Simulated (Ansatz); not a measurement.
System: SiC (model structure, started from the BN type, Pm-3n, No. 223, 12 atoms in the cell). Method: r²SCAN (Ansatz, a quantum-chemistry and plane-wave program, plane waves, PAW).

Settings: plane-wave cutoff 560 eV, 6×6×6 k mesh, Fermi–Dirac smearing 0.01 eV, scalar-relativistic PAW data made under PBE.

Cell (relaxed at this level):

```cif
data_C6Si6
_chemical_formula_sum 'Si6 C6'
_space_group_name_H-M_alt 'Pm-3n'
_space_group_IT_number 223
_space_group_name_Hall '-P 4n 2 3'
_cell_length_a 5.32208
_cell_length_b 5.32208
_cell_length_c 5.32208
_cell_angle_alpha 90.000
_cell_angle_beta 90.000
_cell_angle_gamma 90.000
loop_
_atom_site_label
_atom_site_type_symbol
_atom_site_symmetry_multiplicity
_atom_site_Wyckoff_symbol
_atom_site_fract_x
_atom_site_fract_y
_atom_site_fract_z
_atom_site_occupancy
Si1 Si 6 c 0.00000 0.50000 0.25000 1
C1 C 6 d 0.00000 0.25000 0.50000 1
```

Question: What does this level give for the band gap, smallest direct gap on the k points sampled and Γ–Γ gap?

Answer: 
- band gap = 2.11 eV (indirect)
- smallest direct gap on the k points sampled = 2.29 eV
- Γ–Γ gap = 3.26 eV

Note: the relaxation could raise the start's symmetry but not lower it, so the cell can be a saddle point.

Static lattice: no zero-point or thermal effects.

Cost on a shared machine: very roughly 18 core-seconds.

A model structure was made by putting elements into a prototype or built by hand; it is no filed structure, need not be a known phase, and can be a saddle point held by its symmetry.
